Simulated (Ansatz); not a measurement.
## Response to strain in GaN

Base system: GaN in the zinc blende structure (space group F-43m, No. 216; a = 4.498 Å). Axes: x, y, z lie along the cube axes.

Strains are applied to the cell and any free atomic positions relax; under biaxial strain the out-of-plane vector relaxes too.

Level of theory: r2SCAN (Ansatz, a program for electronic structure; PAW; 500 eV plane waves; no spin-orbit coupling).

Candidates:
(a) biaxial strain −2.00 %, plane normal [001], relaxed out of plane
(b) biaxial strain −1.50 %, plane normal [001], relaxed out of plane
(c) biaxial strain −0.50 %, plane normal [001], relaxed out of plane

Task: Order them by out-of-plane strain, highest first.

Result: (a) biaxial strain −2.00 %, plane normal [001], relaxed out of plane (+2.09 %), (b) biaxial strain −1.50 %, plane normal [001], relaxed out of plane (+1.58 %), (c) biaxial strain −0.50 %, plane normal [001], relaxed out of plane (+0.53 %)

No phonon test of stability was made. This is not the structure that GaN has at room temperature and ambient pressure.
